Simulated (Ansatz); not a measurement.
Reference: BeSe (F-43m), PBEsol with spin-orbit coupling, rigid bands (plane waves, PAW; Ansatz, a first-principles code); axes and stresses refer to this cell.

```
CELL_PARAMETERS angstrom
      0.00000     2.56432     2.56432
      2.56432     0.00000     2.56432
      2.56432     2.56432     0.00000
ATOMIC_POSITIONS crystal
  Be 0.00000 0.00000 0.00000
  Se 0.25000 0.25000 0.25000
```

- electron conductivity mass: 0.35 mₑ
- hole conductivity mass: 0.56 mₑ
- Seebeck coefficient, p-type 1e19 cm⁻³: 290 μV/K

Problem. Change: uniaxial stress along [110] of -2 GPa (compression positive). What happens to electron conductivity mass, hole conductivity mass, Seebeck coefficient, p-type 1e19 cm⁻³?

Solution. electron conductivity mass moves little, to 0.36 mₑ; hole conductivity mass moves little, to 0.55 mₑ; Seebeck coefficient, p-type 1e19 cm⁻³ shrinks to 258 μV/K.

Masses are for dilute carriers at 300 K, harmonic means over directions unless an axis is named. Seebeck coefficients are for the stated density at 300 K, with one relaxation time for all states and whether or not that doping can be reached. Stresses and pressures are the targets of the relaxation.  The structure type is held under load, also where the real crystal would transform.
